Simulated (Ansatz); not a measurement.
A periodic model of amorphous In₂₄O₃₉Y₂:

```xyz
65
Lattice="9.6774 0.0241 -0.0095 0.0241 9.8445 0.1770 -0.0095 0.1770 9.6980" Properties=species:S:1:pos:R:3 pbc="T T T"
In     4.0938     3.5866     3.0422
In     0.0225     5.0622     6.6196
In     6.8482     3.9562     4.9722
In     7.6356     2.2513     8.0218
In     2.2814     5.3269     0.6539
In     1.3691     1.4806     6.2360
In     0.8950     2.7512     9.5855
In     0.6314     4.2820     3.5637
In     7.7930     7.1687     3.8050
In     8.7110     9.8725     1.0832
In     3.2402     4.2701     6.6816
In     7.4814     3.6099     1.4765
In     5.7566     9.0337     8.6873
In     2.2223     1.0325     2.7650
In     2.3093     7.6660     7.4576
In     8.6438     8.6379     7.0202
In     6.6043     5.6426     7.8270
In     8.2767     1.0152     4.1548
In     4.9569     1.0105     6.0339
In     4.9379     7.1904     5.4353
In     5.2280     9.8826     2.6551
In     5.6064     6.6591     1.5402
In     2.7781     9.0443     0.5286
In     4.6879     2.7409     9.6625
O      0.1034     2.3523     7.6674
O      5.8675     8.8819     6.5131
O      1.8091     5.6156     7.5258
O      1.5929     7.4341     9.6318
O      9.5037     6.0410     4.6683
O      8.3557     3.2779     3.5228
O      3.6161     9.0593     8.2945
O      1.3647     3.7254     5.4990
O      3.3036     2.1160     6.7426
O      6.7649     6.0820     5.3686
O      1.5306     5.9182     2.5864
O      2.1094     3.1243     2.5063
O      4.7128     4.1263     4.9182
O      8.4452     2.0910     0.3807
O      4.1588     1.0738     4.0154
O      5.6567     1.4217     8.1980
O      7.8188     4.1148     6.8708
O      3.7489     1.0537     1.1036
O      8.6122     8.7866     4.9457
O      5.0028     8.5831     0.9590
O      7.9334     9.6544     8.7645
O      2.8738     7.4888     5.3764
O      2.6222     8.8270     2.6510
O      7.4789     5.6948     2.0716
O      1.0635     0.6427     0.8017
O      6.6708     7.0907     9.3695
O      2.8290     3.7032     9.1916
O      6.4228     3.9706     9.1990
O      0.7157     1.0083     4.2637
O      0.9563     9.2814     7.0431
O      4.5966     5.8832     7.2194
O      6.9487     1.8258     5.6186
O      9.0940     8.0181     2.0834
O      8.7297     6.6731     7.7844
O      4.1849     5.1872     1.5715
O      0.1631     4.5015     0.5286
O      5.6560     2.7185     1.9945
O      7.2833     0.3952     2.4520
O      5.7108     7.7915     3.4610
Y      1.2874     7.6605     3.8467
Y      9.0151     6.5505     0.4107
```

Calculation: PBE, scalar-relativistic without spin-orbit coupling (plane waves to 420 eV, PAW; Ansatz, a first-principles code).

The cell was made by melting and quenching with the CHGNet potential and then relaxed with DFT. O atoms were pushed apart under 1.9 Å during the dynamics, to hinder bonds among them. The hot cell started wider than the set density and was brought back towards it in steps. It is the lowest in DFT energy of 2 quenches. It is a model cell: composition and starting density were chosen by hand, and all elements were melted together. No dispersion term was used. Its density started from a set value of 6.39 and ended at 6.40 g/cm³. The quench (nominally 220 K/ps over its main leg) was far faster than any real one, so the model tends to hold more defects than a real film. One small periodic cell is one sample of the glass; other quenches scatter about these values. Volume and shape were free in the relaxation.

Cut-offs for bonds: In-In 3.12 Å, In-O 2.58 Å, In-Y 3.43 Å, O-O 1.58 Å, O-Y 2.82 Å, Y-Y 3.74 Å. Two cations that share two anions don't count as bonded, nor two that share one unless they lie closer than In-In 3.04 Å, In-Y 3.34 Å, Y-Y 3.64 Å.

Problem. Give the coordination numbers, mean bond lengths and angles.

Solution. 
* **Mean coordination of In by anions**: 5.21 (2 with 4, 16 with 5, 5 with 6, 1 with 7)
* **Mean coordination of O**: 3.49 (20 with 3, 19 with 4)
* **Mean coordination of Y by anions**: 5.50 (1 with 5, 1 with 6)
* **Mean In-O bond**: 2.188 Å (spread 0.089 Å, 125 counted)
* **Mean O-Y bond**: 2.321 Å (spread 0.139 Å, 11 counted)
* **Bond angle at In**: mean 105.2°, spread 27.1°
* **Bond angle at O**: mean 111.2°, spread 14.3°
* **Bond angle at Y**: mean 103.8°, spread 29.9°

Problem. List the pairs of like atoms that count as bonded by the rules above.

Solution. There are none by these rules.
